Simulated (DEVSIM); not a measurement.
Structure: abrupt In0.53Ga0.47As n-p junction, at 300 K.

Layer 1 from the left is In0.53Ga0.47As, thickness (μm) 35.0, Nd (cm⁻³) 1.5e15, τn (s) 1.1e-9, τp (s) 1.1e-9. Layer 2 from the left is In0.53Ga0.47As, thickness (μm) 0.420, Na (cm⁻³) 3.4e15, τn (s) 1.1e-9, τp (s) 1.1e-9.

Left contact: ohmic. Right contact: ohmic. Voltage is applied to the left contact. Recombination: SRH at mid-gap, radiative, Auger. Mobility is μmin + (μ − μmin)/(1 + (N/Nref)^α).

This is a model device: material constants are rounded textbook-type values typed into the input, and sizes, dopings and lifetimes were drawn at random. Values at 300 K.

In0.53Ga0.47As: gap (eV) 0.74, affinity (eV) 4.51, permittivity 13.9, Nc (cm⁻³) 2.1e17, Nv (cm⁻³) 7.7e18, μn (cm²/Vs) 12000, μp (cm²/Vs) 300, μn,min 300, μp,min 10, Nref,n 1.3e17, Nref,p 4.9e17, αn 0.48, αp 0.4, B (cm³/s) 9.6e-11, Cn (cm⁶/s) 5e-29, Cp (cm⁶/s) 5e-29.

DEVSIM, 1D drift-diffusion, Boltzmann statistics, complete ionisation; no tunnelling, impact ionisation, image-force lowering or self-heating.

What does the simulation give for the dark forward voltage at 100 A/cm², the dark forward voltage at 1 A/cm², the largest field in the device at zero bias, the potential step across the device at zero bias?

dark forward voltage at 100 A/cm² 0.474 V; dark forward voltage at 1 A/cm² 0.212 V; largest field in the device at zero bias 9900 V/cm; potential step across the device at zero bias 0.413 V.
